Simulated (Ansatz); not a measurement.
Results of LDA (Ansatz, an electronic-structure program, plane waves, PAW) for rock-salt CsH.

Settings: plane-wave cutoff 520 eV, 10×10×10 k mesh, Fermi–Dirac smearing 0.01 eV, scalar-relativistic PAW data made under PBE.

Cell (relaxed at this level):

Space group Fm-3m (No. 225); a = 6.097 Å, b = 6.097 Å, c = 6.097 Å, α = 90.00°, β = 90.00°, γ = 90.00°

| atom | site | symmetry | x | y | z |
|---|---|---|---|---|---|
| Cs | 4a | m-3m | 0.0000 | 0.0000 | 0.0000 |
| H | 4b | m-3m | 0.5000 | 0.5000 | 0.5000 |
(The calculation used a cell of 2 atoms; values per cell refer to that cell.)

Q: Give the computed band gap, Γ–Γ gap and bulk modulus.

A: 
band gap: 1.75 eV (on the SCF k mesh)
Γ–Γ gap: 7.13 eV
bulk modulus: 12.0 GPa

Note: the bulk modulus is −V dP/dV from two relaxed cells at ±2 % in volume; the volume lies 13 % below that of the published cell.

Spin–orbit coupling is not included.
